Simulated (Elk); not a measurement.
Worked example: self-consistent single point of Ti2InC (P6_3/mmc, 8 atoms in the cell) in Elk.

Computed with LDA (PW92), all-electron FP-LAPW, Elk's shipped species files, default APW+lo basis run with Elk 10.2.4.

The change in words: lattice scaled by 0.98. Reference geometry:
```xyz
8
Lattice="3.1042 0.0000 0.0000 -1.5521 2.6883 0.0000 0.0000 0.0000 13.9892" Properties=species:S:1:pos:R:3 pbc="T T T"
Ti     1.5521     0.8961     8.0964
Ti     0.0000     1.7922     5.8928
Ti     0.0000     1.7922     1.1018
Ti     1.5521     0.8961    12.8874
In     1.5521     0.8961     3.4973
In     0.0000     1.7922    10.4919
C      0.0000     0.0000     6.9946
C      0.0000     0.0000     0.0000
```

Reference input (self-consistent single point, DFT, LDA (PW92), all-electron FP-LAPW, Elk's shipped species files, default APW+lo basis): xctype = 3; rgkmax = 7; stype = 0; swidth = 0.00367493 Ha; ngridk = 8 8 2; rmtscf = 0.88. This run's input differs from it in these lines:

```diff
@@ -19,5 +19,5 @@
 avec
-    5.8661526287   -0.0000001258    0.0000000000
-   -2.9330762054    5.0802372618    0.0000000000
-    0.0000000000    0.0000000000   26.4357661512
+    5.7488291865    0.0000002993    0.0000000000
+   -2.8744148524    4.9786319679    0.0000000000
+    0.0000000000    0.0000000000   25.9070510172
```

Log, with long lists cut:

```
│ Self-consistent loop started │
│ Loop number : 1 │
 total energy                :     -15214.7182167
│ Loop number : 2 │
 total energy                :     -15216.1772648
RMS change in Kohn-Sham potential (target) :   0.4606351507     (  0.1000000000E-05)
Absolute change in total energy (target)   :    1.459048194     (  0.1000000000E-03)
│ Loop number : 3 │
 total energy                :     -15222.6444641
RMS change in Kohn-Sham potential (target) :   0.3746783780     (  0.1000000000E-05)
Absolute change in total energy (target)   :    6.831961338     (  0.1000000000E-03)
│ Loop number : 4 │
   [... lines left out ...]
Absolute change in total energy (target)   :   0.4309760207E-03 (  0.1000000000E-03)
│ Loop number : 16 │
 total energy                :     -15240.0449365
RMS change in Kohn-Sham potential (target) :   0.8397366188E-07 (  0.1000000000E-05)
Absolute change in total energy (target)   :   0.1159549411E-03 (  0.1000000000E-03)
│ Loop number : 17 │
 total energy                :     -15240.0449349
RMS change in Kohn-Sham potential (target) :   0.5022103119E-07 (  0.1000000000E-05)
Absolute change in total energy (target)   :   0.2733639849E-04 (  0.1000000000E-03)
Convergence targets achieved

│ Loop number : 18 │

Energies :
 Fermi                       :     0.360063007879
 total energy                :     -15240.0449340

Density of states at Fermi energy :    76.39859868
 (states/Hartree/unit cell)

Estimated indirect band gap :   0.2893138956E-02
 from k-point     17 to k-point     10
Estimated direct band gap   :   0.1298385022E-01
 at k-point     10

Charges :
 core                        :    104.0000000
 valence                     :    94.00000000
 interstitial                :    15.31270095
 muffin-tins (core leakage)
  species :    1 (Ti)
   atom    1                 :    19.90025246     (  0.1573054398E-07)
   atom    2                 :    19.90025246     (  0.1573054398E-07)
   atom    3                 :    19.90025246     (  0.1573054398E-07)
   [... lines left out ...]
  species :    3 (C)
   atom    1                 :    4.758388100     (  0.2663087788E-04)
   atom    2                 :    4.758388100     (  0.2663087788E-04)
 total in muffin-tins        :    182.6872991
 total calculated charge     :    198.0207699
 total charge                :    198.0000000
 error                       :   0.2076990458E-01

│ Self-consistent loop stopped │
```

The run converged in 18 iterations. The count includes the last loop, which Elk runs after its targets are met. Against the reference run the total energy rises by 9.5 meV/atom.

The starting cell comes from a database of computed structures (which also holds hypothetical and non-ambient phases and stackings), without a prior relaxation at this level. Its lattice was rescaled by a random factor within 2.5 % of one. For this run, on top of that: lattice scaled by 0.98. Spin polarisation is off. Values depend on the basis (sphere radii, cutoffs, local orbitals), which need not be converged. The log's line on a gap gives a spacing of levels on this mesh, which the program prints for metals too.

Cost on one core of a shared machine: roughly 2 min.
